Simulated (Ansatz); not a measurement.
**How far PBE and r2SCAN part for AlRu, isotropic strain +2.98 %**

The reference is AlRu in the CsCl type structure (space group Pm-3m, No. 221; a = 3.0048 Å; relaxed with 0.1 eV smearing).

(Cell as relaxed with PBE.)

Levels (all Ansatz, a quantum-chemistry and plane-wave program, PAW): PBE (420 eV, no spin-orbit coupling); r2SCAN (500 eV, no spin-orbit coupling).

Each level relaxes its own structure.

```
base                      PBE    r2SCAN
-------------------  --------  --------
volume per atom      13.57 Å³  13.27 Å³
lattice parameter a   3.005 Å   2.983 Å
band gap                 zero      zero
```

One thing is altered: every lattice vector is stretched by 2.98 %; the atoms relax in the strained cell.

```tsv
quantity	PBE	r2SCAN
pressure	-14.7 GPa	___
energy relative to the base (free energy F)	+62 meV/atom	___
```

Q: Predict the r2SCAN column.

A: 
- pressure, r2SCAN: -16.0 GPa
- energy relative to the base (free energy F), r2SCAN: +66 meV/atom

PBE's pressure lies 1.3 GPa above r2SCAN's; PBE's energy relative to the base lies 4.0 meV/atom below r2SCAN's. Neither level is exact; r2SCAN is the comparison here, not a measurement.

Stability against distortions was not tested. All final runs are without spin polarisation.
